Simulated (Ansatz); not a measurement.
BeSe: alloy series

Take BeSe in the zinc blende structure (space group F-43m, No. 216) as the base.

Space group F-43m (No. 216); a = b = c = 5.129 Å, α = β = γ = 90.00°

| atom | site | symmetry | x | y | z |
|---|---|---|---|---|---|
| Se | 4c | -43m | 0.2500 | 0.2500 | 0.2500 |
| Be | 4a | -43m | 0.0000 | 0.0000 | 0.0000 |
(The calculation used a cell of 2 atoms; values per cell refer to that cell.)

The other end (x = 1) is BeS in the zinc blende structure (space group F-43m, No. 216): 14.15 Å³/atom, gap 2.91 eV.

S replaces a fraction x of Se; each row is one arrangement (x, atoms in the cell, starting space group or random), fully relaxed.

Levels (all Ansatz, a first-principles code, PAW): PBEsol (420 eV, spin-orbit coupling left out); HSE06 (420 eV, without spin-orbit coupling).

Band gaps by level, all at the geometries relaxed with PBEsol:

```json
[
 {"case": "base", "PBEsol": "2.47 eV", "HSE06": "3.45 eV"},
 {"case": "x(S) = 0.333, 6 atoms, P3m1", "PBEsol": "2.39 eV", "HSE06": "?"},
 {"case": "x(S) = 0.75, 8 atoms, Pmm2", "PBEsol": "2.43 eV", "HSE06": "?"},
 {"case": "x(S) = 0.75, 8 atoms, Amm2", "PBEsol": "2.40 eV", "HSE06": "3.45 eV"}
]
```

Q: What belongs in the blanks?

A: 
- x(S) = 0.333, 6 atoms, P3m1, HSE06: 3.39 eV
- x(S) = 0.75, 8 atoms, Pmm2, HSE06: 3.49 eV

Single points use the geometry relaxed with PBEsol. The hybrid gap comes from the SCF mesh plus the semilocal run's edge points and a few special points and is an upper bound. These are small ordered cells, not random alloys; other orderings at the same x differ. Whether these cells are dynamically stable was not tested.
